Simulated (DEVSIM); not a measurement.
Device: Co/Si3N4/p-In0.53Ga0.47As capacitor, at 300 K.

Layer 1 from the left is Si3N4, thickness (nm) 28.0. Layer 2 from the left is In0.53Ga0.47As, thickness (nm) 1000, Na (cm⁻³) 3e16.

Metal gate on the left, work function 5 eV. Fixed charge at the semiconductor interface -1.5e10 cm⁻² (in units of +e); no interface traps.

The device is made up for the run: typed textbook-type constants, with dimensions and the other settings drawn at random. Values at 300 K.

Si3N4: gap (eV) 5.1, affinity (eV) 2.1, permittivity 7.5. In0.53Ga0.47As: gap (eV) 0.74, affinity (eV) 4.51, permittivity 13.9, Nc (cm⁻³) 2.1e17, Nv (cm⁻³) 7.7e18.

Simulated with DEVSIM: 1D Poisson equation in equilibrium, Boltzmann statistics, complete ionisation; no quantum confinement or tunnelling. Metal contacts follow the ideal Schottky-Mott rule: no Fermi-level pinning, no interface dipoles.

**Question.** What does the simulation give for the flat-band voltage, the minimum of the low-frequency capacitance?

**Answer.** flat-band voltage -0.10 V; minimum of the low-frequency capacitance 0.0642 μF/cm².
